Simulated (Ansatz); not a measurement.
Consider MgS in the rock salt structure (space group Fm-3m, No. 225).

```yaml
crystal:
  lattice:
    - [0.00000, 2.59100, 2.59100]
    - [2.59100, 0.00000, 2.59100]
    - [2.59100, 2.59100, 0.00000]
  atoms:
    - { symbol: Mg, position: [0.00000, 0.00000, 0.00000] }
    - { symbol: S, position: [0.50000, 0.50000, 0.50000] }
```

Cartesian axes are those of the cell as printed.

Computed with PBEsol, PAW, 420 eV (Ansatz, a quantum-chemistry and plane-wave program; spin-orbit coupling left out).

Now apply this change: tensor shear ε_xy = +2.00 % (engineering shear γ = 0.0400); the atoms relax in the strained cell.

### Question
Predict the stress tensor and what it implies for the stiffness.

### Answer
Stress of the strained cell less that of the base (GPa, compression positive):
```
   0.08   -2.17    0.00
  -2.17    0.08    0.00
   0.00    0.00   -0.06
```

Then −Δσ/γ with γ = 2ε = 0.0400 gives secant stiffness values (nonlinear terms included at this strain): C66 ≈ 54 GPa.

As a check, the harmonic strain energy −½ V₀ Δσ:ε is 4.7 meV/atom; the computed energy rise is 4.7 meV/atom.

Stability against distortions was not tested.
